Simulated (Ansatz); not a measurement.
Results of r²SCAN (PAW; Ansatz, a quantum-chemistry and plane-wave program) for SnO (model structure, started from the CsCl type, Pm-3m, No. 221, 2 atoms in the cell).

Numerical settings: plane-wave cutoff 500 eV, 14×14×14 k mesh, Fermi–Dirac smearing 0.05 eV, scalar-relativistic PAW data made under PBE.

Cell (relaxed at this level):

```cif
data_OSn
_chemical_formula_sum 'Sn1 O1'
_space_group_name_H-M_alt 'P 1'
_space_group_IT_number 1
_cell_length_a 3.10176
_cell_length_b 3.10176
_cell_length_c 3.10176
_cell_angle_alpha 90.000
_cell_angle_beta 90.000
_cell_angle_gamma 90.000
loop_
_space_group_symop_operation_xyz
  'x, y, z'
loop_
_atom_site_label
_atom_site_type_symbol
_atom_site_fract_x
_atom_site_fract_y
_atom_site_fract_z
_atom_site_occupancy
Sn1 Sn 0.00000 0.00000 0.00000 1
O1 O 0.50000 0.50000 0.50000 1
```

**Question.** Estimate the band gap that the calculation returns.

**Answer.** 
- band gap = 0.11 eV (under three smearing widths, so not firm)

Note: the relaxation could raise the start's symmetry but not lower it, so the cell can be a saddle point.

Spin–orbit coupling is not included.

Static lattice: no zero-point or thermal effects.

It cost roughly 27 core-seconds of CPU time.

A model structure was made by putting elements into a prototype or built by hand; it is no filed structure, need not be a known phase, and can be a saddle point held by its symmetry.
